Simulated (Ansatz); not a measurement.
Reference: monolayer Sb, PBE, rigid bands (plane waves, PAW, scalar-relativistic; Ansatz, a program for electronic structure); axes and stresses refer to this cell.

```xyz
2
Lattice="4.1217 0.0000 0.0000 -2.0608 3.5695 0.0000 0.0000 0.0000 17.4065" Properties=species:S:1:pos:R:3 pbc="T T T"
Sb     2.0608     1.1898     9.5204
Sb     0.0000     2.3797     7.8861
```

* **band gap**: 1.29 eV
* **electron conductivity mass**: 0.23 mₑ
* **hole conductivity mass**: 0.27 mₑ

Q: Change: spin-orbit coupling switched on. What happens to band gap, electron conductivity mass, hole conductivity mass?

A: band gap drops to 1.02 eV; electron conductivity mass moves little, to 0.23 mₑ; hole conductivity mass shrinks to 0.129 mₑ.

Masses are for dilute carriers at 300 K, harmonic means over directions unless an axis is named. Spin-orbit coupling is left out unless a row names it; without it the gap and masses of crystals with these elements can be far off.
